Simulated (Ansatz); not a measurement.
GaAs: strain along the normal

GaAs (zinc blende, F-43m, 22.746 Å³/atom at rest) under an equal strain ε in the (001) plane with the normal axis free, as in a coherent film. r2SCAN in Ansatz, a plane-wave DFT program (PAW, default set), 500 eV, 10×10×10 Γ-centred mesh, Fermi-Dirac smearing 0.05 eV; ions are relaxed within the symmetry of each cell.

Here s stands for strain and y for normal strain.

| strain (%) | normal strain (%) |
|---|---|
| -3.00 | ? |
| -1.50 | 1.27 |
| -1.00 | 0.85 |
| -0.50 | 0.43 |
| 0.00 | 0.00 |
| 0.50 | -0.42 |
| 1.00 | -0.85 |
| 1.50 | -1.29 |

The 7 complete rows are fitted with a straight line, y against s. Means: s 0, y -0.001. About the means, the sum of products is -5.9650 and the sum of squares of s is 7.0000; the slope is their ratio. Least squares gives y = -0.001 - 0.8521·s. Residuals (row less fit): -0.007, -0.001, 0.005, 0.001, 0.007, 0.003, -0.011; standard error 0.007 (degrees of freedom: 5). The slope, -0.85 ± 0.00, is the elastic response of the normal axis, −2C12/C11 for this plane.

### Question
What does the fit predict for y at s = -3.00, and how far is the calculated value from it?

### Answer
y = -0.001 - 0.8521 × (-3.0) = 2.555%. The calculation gives 2.52%, 0.035% below the prediction (0.9 % of the range of y in the table). The row lies outside the fitted rows, so this is an extrapolation. From the scatter of the fitted rows alone, a prediction at this place has a standard error of 0.011%, so the miss is 3.2 times that.

One order more, fitted to all 13 runs of the series, follows each within 0.01, so the miss is the next term of a smooth law. Rows are the converged runs of the series near zero and its far end; series whose fitted rows scatter by over a few per cent of the range, as at a crossing or softening among them, aren't shown in this form. Most that stay on the fit to the last digits aren't either.
